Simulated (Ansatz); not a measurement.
GaAs under load (space group I-4m2), Ansatz (a first-principles code) with r2SCAN with spin-orbit coupling, rigid bands. Condition of this run: uniaxial stress zz = 2 GPa (compression positive) (the target of the relaxation). Band gap 0.85 eV, N_c = 3.49e17 cm⁻³ and N_v = 3.02e18 cm⁻³ at 300 K, conductivity masses along x (a = (0.00, 2.85, 2.77) Å; b = (2.85, 0.00, 2.77) Å; c = (2.85, 2.85, 0.00) Å) of 0.0623 mₑ (electrons) and 0.370 mₑ (holes). Take k_BT = 0.02585 eV.

Problem. Find the intrinsic carrier density and the intrinsic Fermi level.

Solution. n_i = √(N_c N_v) exp(−E_g/2k_BT) = 1.03e18 × exp(−16.44) = 7.4e10 cm⁻³. The level lies (k_BT/2) ln(N_v/N_c) = 28 meV from mid-gap (positive towards the conduction band). Each 0.1 eV added to the gap lowers n_i by a factor of 6.9.

Problem. A film of it is 5 nm thick, with its normal along the direction named. Estimate the confinement energies in an infinite well.

Solution. ħ²π²/(2m t²) = 0.376 eV·nm²/(m/mₑ × t²) gives 241 meV for electrons and 40.7 meV for holes, so the gap would widen to about 1.13 eV. Finite barriers and nonparabolic bands lower this, and with several valleys or bands the heaviest mass along the normal sets the lowest level, not this average.

Problem. What thermal injection velocity √(2k_BT/πm) limits a ballistic channel along the direction named?

Solution. 2.16e7 cm/s for electrons and 8.84e6 cm/s for holes, a ratio of √(m_h/m_e) = 2.44, for dilute carriers.

Rigid bands with the computed gap; masses take one relaxation time for all states.
